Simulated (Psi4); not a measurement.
Psi4 1.11, HF/def2-svp: Cr(O)(NH)(F)(SH) ([NH]=[Cr](=[O])([F])[SH]), 7 atoms. The geometry is a generated start, not checked to be a minimum at this level.

```json
{
 "task": "energy",
 "method": "scf",
 "basis": "def2-svp",
 "memory": "3 GB",
 "maxiter": "100",
 "keys_of_the_molecule_block": "symmetry c1",
 "scf_type": "df (default)",
 "guess": "auto, which took SAD (default)",
 "scf_initial_accelerator": "adiis (default)",
 "e_convergence": "1e-06 (default)",
 "d_convergence": "1e-06 (default)",
 "basis_functions": "101"
}
```

```xyz
7

Cr     0.3757     0.5517    -0.1401
O      1.9015     0.7536     0.0213
N     -0.1215    -0.6374    -1.1413
H     -0.1396    -1.3790    -1.8311
F     -0.5930     1.9261    -0.3763
S     -0.1786    -0.2325     1.8860
H     -1.2445    -0.9825     1.5815
```

Charge 0 and multiplicity 1 are set for this test and not shown to be the ground state.

One run each on 2 threads. Values of diis_max_vecs tried: 3, 6, 10 (default), 20.

How does the count of SCF iterations change with diis_max_vecs, and where is it least?

Fewest SCF iterations, within one of each other: 10 (default) with 23, 20 with 22. The count rises to 47 at 3. All converge to one solution.

```csv
diis_max_vecs,SCF iterations,end
3,47,same solution
6,26,same solution
10 (default),23,same solution
20,22,same solution
```
